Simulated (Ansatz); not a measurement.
## PBE against PBEsol: Al2Cu, Al on a Cu site (antisite)

Take a 24-atom supercell of Al₂Cu (space group I4/mcm, No. 140; a = 6.059 Å, c = 4.874 Å) at its relaxed geometry as the base.

(Cell as relaxed with PBE.)

Levels (all Ansatz, a first-principles code, PAW, earlier PAW set): PBE (420 eV, no spin-orbit coupling); PBEsol (420 eV, no spin-orbit coupling).

Each level relaxes its own structure.

Now apply this change: a neutral Al on a Cu site (antisite), atoms relaxed at fixed cell, starting from a slightly rattled geometry.

```csv
quantity,PBE,PBEsol
largest displacement of a host atom from its site in the perfect cell,0.09 Å,0.09 Å
pressure,2.1 GPa,2.5 GPa
```

PBE's pressure lies 0.4 GPa below PBEsol's; the two agree on the largest displacement of a host atom from its site in the perfect cell. Neither level is exact; PBEsol is the comparison here, not a measurement.

The cell is small, so the values are those of an ordered compound at a high defect concentration; dilute-limit values will differ. All final runs are without spin polarisation.
